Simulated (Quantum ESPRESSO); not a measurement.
A self-consistent single point of Nb6AlGe (Pm-3, 8 atoms in the cell) with Quantum ESPRESSO.

Computed with LDA (PW92), PseudoDojo standard norm-conserving (LDA) pseudopotentials (plane waves; Quantum ESPRESSO).

The change in words: lattice scaled by 0.98. Reference geometry:
```xyz
8
Lattice="5.2177 0.0000 0.0000 0.0000 5.2177 0.0000 0.0000 0.0000 5.2177" Properties=species:S:1:pos:R:3 pbc="T T T"
Al     2.6088     2.6088     2.6088
Nb     0.0000     2.6088     3.9130
Nb     0.0000     2.6088     1.3047
Nb     3.9130     0.0000     2.6088
Nb     1.3047     0.0000     2.6088
Nb     2.6088     3.9130     0.0000
Nb     2.6088     1.3047     0.0000
Ge     0.0000     0.0000     0.0000
```

Reference input (self-consistent single point, DFT, LDA (PW92), plane waves, PseudoDojo standard norm-conserving (LDA) pseudopotentials): ecutwfc = 85 Ry; occupations = smearing; smearing = fd; degauss = 0.0073499 Ry; potentials = {Al: Al.upf, Nb: Nb.upf, Ge: Ge.upf}; K_POINTS = automatic 5 5 5 0 0 0; conv_thr = 1e-09 Ry; mixing_beta = 0.3. This run's input differs from it in these lines:

```diff
@@ -37,5 +37,5 @@
 CELL_PARAMETERS {angstrom}
-   5.21768100     0.00000000     0.00000000
-   0.00000000     5.21768100     0.00000000
-   0.00000000     0.00000000     5.21768100
+   5.11332700     0.00000000     0.00000000
+   0.00000000     5.11332700     0.00000000
+   0.00000000     0.00000000     5.11332700
```

The program printed (abridged):

```
     Self-consistent Calculation

     iteration #  1     ecut=    85.00 Ry     beta= 0.30

     Threshold (ethr) on eigenvalues was too large:
     Diagonalizing with lowered threshold

     total energy              =    -931.51321800 Ry
     estimated scf accuracy    <       0.61197913 Ry

     iteration #  2     ecut=    85.00 Ry     beta= 0.30

     total energy              =    -931.49583490 Ry
     estimated scf accuracy    <       0.13755710 Ry

     iteration #  3     ecut=    85.00 Ry     beta= 0.30

     total energy              =    -931.51354701 Ry
     estimated scf accuracy    <       0.01634996 Ry

   [... 7 blocks of this kind left out ...]

     iteration # 11     ecut=    85.00 Ry     beta= 0.30

     total energy              =    -931.51459177 Ry
     estimated scf accuracy    <       0.00000009 Ry

     iteration # 12     ecut=    85.00 Ry     beta= 0.30
     End of self-consistent calculation

     the Fermi energy is    17.0868 ev

!    total energy              =    -931.51459179 Ry
     estimated scf accuracy    <          3.5E-10 Ry
     smearing contrib. (-TS)   =      -0.02456937 Ry
     internal energy E=F+TS    =    -931.49002242 Ry

     convergence has been achieved in  12 iterations

     Forces acting on atoms (cartesian axes, Ry/au):

     atom    1 type  1   force =     0.00000000    0.00000000    0.00000000
     atom    2 type  2   force =     0.00000000    0.00000000   -0.00036779
     atom    3 type  2   force =     0.00000000    0.00000000    0.00036779
     atom    4 type  2   force =    -0.00036779    0.00000000    0.00000000
     atom    5 type  2   force =     0.00036779    0.00000000   -0.00000000
   [... lines left out ...]

     Total force =     0.000901     Total SCF correction =     0.000019

          total   stress  (Ry/bohr**3)                   (kbar)     P=      -23.24
  -0.00015797   0.00000000   0.00000000          -23.24        0.00        0.00
   0.00000000  -0.00015797   0.00000000            0.00      -23.24        0.00
   0.00000000   0.00000000  -0.00015797            0.00        0.00      -23.24

   JOB DONE.
```

The run converged in 12 iterations. Against the reference run the free energy goes down by 47.8 meV/atom, the pressure goes from -11.86 to -2.32 GPa and the largest force goes from 0.002 to 0.009 eV/Å.

The starting cell comes from a database of computed structures (which also holds hypothetical and non-ambient phases and stackings), without a prior relaxation at this level. Its lattice was rescaled by a random factor within 2.5 % of one. For this run, on top of that: lattice scaled by 0.98. Spin polarisation is off.

Cost on one core of a shared machine: roughly 3 min.
